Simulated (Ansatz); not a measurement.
Reference: CuI (P4/nmm), PBEsol+D3BJ, rigid bands (plane waves, PAW, scalar-relativistic; Ansatz, a first-principles code); axes and stresses refer to this cell.

```
CuI
1.0
    3.93308     0.00000     0.00000
    0.00000     3.93308     0.00000
    0.00000     0.00000     5.98051
Cu I
2 2
Direct
  0.50000   0.50000   0.00000
  0.00000   0.00000   0.00000
  0.50000   0.00000   0.28474
  0.00000   0.50000   0.71526
```

* **Seebeck coefficient, n-type 1e19 cm⁻³**: -112 μV/K
* **electron mass along z**: 0.24 mₑ
* **band gap**: 1.47 eV

Q: Change: functional r2SCAN on the same cell. What happens to Seebeck coefficient, n-type 1e19 cm⁻³, electron mass along z, band gap?

A: Seebeck coefficient, n-type 1e19 cm⁻³ grows in size to -128 μV/K; electron mass along z rises to 0.27 mₑ; band gap grows to 2.12 eV.

Masses are for dilute carriers at 300 K, harmonic means over directions unless an axis is named. Seebeck coefficients are for the stated density at 300 K, with one relaxation time for all states and whether or not that doping can be reached. Spin-orbit coupling is left out unless a row names it; without it the gap and masses of crystals with these elements can be far off. 

Computed structure with no diffraction record at hand here (it may be known, metastable or hypothetical): CuI (P4/nmm). PBEsol with a dispersion correction tends to overbind, so the cell can be several per cent short, in bad cases over ten, which usually narrows a gap: CuI (P4/nmm).
